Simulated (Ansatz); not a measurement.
System: L1₂ (Cu3Au-type) Al3Sc. Method: Hartree–Fock (PAW; Ansatz, an electronic-structure program).

Numerical settings: plane-wave cutoff 460 eV, 8×8×8 k mesh, Fermi–Dirac smearing 0.05 eV, scalar-relativistic PAW data made under PBE.

Computed points:

```tsv
V (Å³/atom)	E − E_lowest (meV/atom)
16.962	31.10
17.420	13.13
17.878	3.01
18.230	0.00
18.795	2.83
19.253	11.25
```

**Question.** Fit the third-order Birch–Murnaghan equation and give B0 and B′.

**Answer.** V0 = 18.334 Å³/atom, B0 = 85.9 GPa, B′ = 3.9 (fit to the energies at full precision).

Measured, for comparison: bulk modulus 91.5 ± 1 GPa (298 K, no zero-point or thermal correction, polycrystal; as tabulated in A Combined Experimental and First-Principles Based Assessment of …); equilibrium volume per atom 17.27 Å³/atom (room temperature, no zero-point or thermal correction; as tabulated in A Combined Experimental and First-Principles Based Assessment of …). Computed (rounded) less measured: bulk modulus -6 %, equilibrium volume per atom +6.1 %.

The result took about 30 core-minutes (a rough figure).
